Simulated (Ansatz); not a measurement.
The reference is W3N4 (space group Pm-3m, No. 221; a = 4.179 Å). Axes: x, y, z lie along the cube axes.

One thing is altered: the cell is stretched by 4.32 % along z with no lateral relaxation; the atoms relax in the strained cell.

Levels (all Ansatz, a program for electronic structure, PAW): PBEsol (420 eV, no spin-orbit coupling); r2SCAN (500 eV, without spin-orbit coupling).

The geometry is relaxed with PBEsol.

PBEsol pressure: -12.9 GPa

Question: What does r2SCAN give at this geometry for the pressure?

Answer: The pressure goes up by 3.55 GPa (-12.9 GPa → -9.4 GPa).

Single points use the geometry relaxed with PBEsol. Their cutoffs differ, which shifts pressures a little. Stability against distortions was not tested. The final runs are not spin-polarised.
